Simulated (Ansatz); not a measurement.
Amorphous Si30N42Be3, 75 atoms at 2.94 g/cm³, one PBE-relaxed geometry, zone centre. Methods: PBE, scalar-relativistic without spin-orbit coupling (Ansatz, a quantum-chemistry and plane-wave program); r2SCAN, scalar-relativistic without spin-orbit coupling (Ansatz); HSE06, scalar-relativistic without spin-orbit coupling (Ansatz). Plane waves to 420 eV (r2SCAN 500 eV); exact exchange is cut at the cell's faces. At PBE the levels at the filled edge of the gap are localised (band-tail or defect states), and the nearest spread-out levels lie 3.1 eV apart at the zone centre. All rungs ran without spin polarisation.

The cell was made by melting and quenching with the CHGNet potential and then relaxed with DFT. N atoms were pushed apart under 1.9 Å during the dynamics, to hinder bonds among them. The hot cell started wider than the set density and was brought back towards it in steps. It is the lowest in DFT energy of 2 quenches. It is a model cell: composition and starting density were chosen by hand, and all elements were melted together. No dispersion term was used. Its density started from a set value of 2.94 and ended at 2.94 g/cm³. The simulated quench (nominally 450 K/ps over its main leg) is rapid and tends to freeze in more defects than a deposited or slowly cooled glass has. One small periodic cell is one sample of the glass; other quenches scatter about these values. The volume was held where the preparation left it and the shape relaxed, at a PBE pressure of -0.6 GPa (tension). Stress components on the final sampling reach 0.6 GPa.

The relaxation ran on the zone centre alone. At PBE the level gap is 2.38 eV on a 2×2×2 Γ-centred mesh, and the spacing at the zone centre alone 2.43 eV.

### Question
What zone-centre spacing does r2SCAN give, roughly?

### Answer
2.90 eV (+0.47 eV against PBE).

### Question
What zone-centre spacing does HSE06 give, roughly?

### Answer
3.75 eV (+1.32 eV against PBE).

The highest filled and the lowest empty state spread over these numbers of atoms (participation numbers): PBE: 3.8 and 20.7; r2SCAN: 3.6 and 22.1; HSE06: 3.5 and 18.9.
